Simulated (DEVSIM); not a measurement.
abrupt InP n-p junction

Structure: abrupt InP n-p junction, at 300 K.

| layer (left to right) | material | thickness (μm) | Nd (cm⁻³) | Na (cm⁻³) | τn (s) | τp (s) |
|---|---|---|---|---|---|---|
| 1 | InP | 21.0 | 2.5e16 | - | 2.2e-8 | 6.6e-8 |
| 2 | InP | 31.0 | - | 4e17 | 2.2e-8 | 2.2e-8 |

Left contact: ohmic. Right contact: ohmic. Voltage is applied to the left contact. Recombination: SRH at mid-gap, radiative. Mobility is μmin + (μ − μmin)/(1 + (N/Nref)^α).

Constants are typed, rounded textbook-type inputs, not results; the design itself was drawn at random and stands for no fabricated device. Values at 300 K.

| parameter | InP |
|---|---|
| gap (eV) | 1.344 |
| affinity (eV) | 4.38 |
| permittivity | 12.5 |
| Nc (cm⁻³) | 5.7e17 |
| Nv (cm⁻³) | 1.1e19 |
| μn (cm²/Vs) | 5200 |
| μp (cm²/Vs) | 170 |
| μn,min | 400 |
| μp,min | 10 |
| Nref,n | 3e17 |
| Nref,p | 4.9e17 |
| αn | 0.47 |
| αp | 0.62 |
| B (cm³/s) | 1.2e-10 |

Model (solved in DEVSIM): 1D drift-diffusion, Boltzmann statistics, complete ionisation; no tunnelling, impact ionisation, image-force lowering or self-heating.

```yaml
potential_step_across_the_device_at_zero_bias: 1.177 V
largest_field_in_the_device_at_zero_bias: 88000 V/cm
Dark forward voltage at 1 A/cm²: 1.003 V
Dark forward voltage at 100 A/cm²: 1.181 V
```

Dark forward current:

| V (V) | J (A/cm²) |
|---|---|
| -0.05 | -6.4e-11 |
| -0.15 | -6.6e-10 |
| -0.25 | -5.0e-9 |
| -0.35 | -3.7e-8 |
| -0.40 | -1.0e-7 |
| -0.50 | -7.7e-7 |
| -0.60 | -6.0e-6 |
| -0.70 | -5.4e-5 |
| -0.80 | -0.00077 |
| -0.90 | -0.022 |
| -0.95 | -0.14 |
| -1.05 | -5.4 |
| -1.15 | -65 |
| -1.25 | -220 |
| -1.35 | -440 |
| -1.45 | -730 |
| -1.50 | -900 |
| -1.60 | -1300 |
| -1.70 | -1700 |
| -1.80 | -2200 |

Dark reverse current:

```
V (V)  J (A/cm²)
-----  ---------
0.10     5.1e-11
0.25     1.0e-10
0.50     1.7e-10
0.75     2.3e-10
1.00     2.9e-10
1.50     3.9e-10
2.00     4.9e-10
2.50     5.7e-10
3.25     6.8e-10
4.00     7.8e-10
5.00     9.0e-10
```
